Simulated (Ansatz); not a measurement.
Take C in the diamond structure (space group Fd-3m, No. 227) as the base.

```yaml
crystal:
  lattice:
    - [0.00000, 1.78014, 1.78014]
    - [1.78014, 0.00000, 1.78014]
    - [1.78014, 1.78014, 0.00000]
  atoms:
    - { symbol: C, position: [0.00000, 0.00000, 0.00000] }
    - { symbol: C, position: [0.25000, 0.25000, 0.25000] }
```

Method: Ansatz (a first-principles code), r2SCAN, PAW, cutoff 500 eV, no spin-orbit coupling.

Before the change:

The pressure is 0.01 GPa and the band gap is 4.36 eV.

It is then changed as follows: an isotropic linear strain of −2.50 %, atoms relaxed at fixed cell.

Question: What happens to the energy relative to the base?

Answer: The energy rises by 48 meV/atom.

Question: Estimate the effect on the pressure.

Answer: The pressure goes up by 39.298 GPa to 39.30 GPa.

Question: How does this affect the band gap?

Answer: The band gap increases by 0.183 eV, from 4.36 eV to 4.55 eV.

Stability against distortions was not tested.
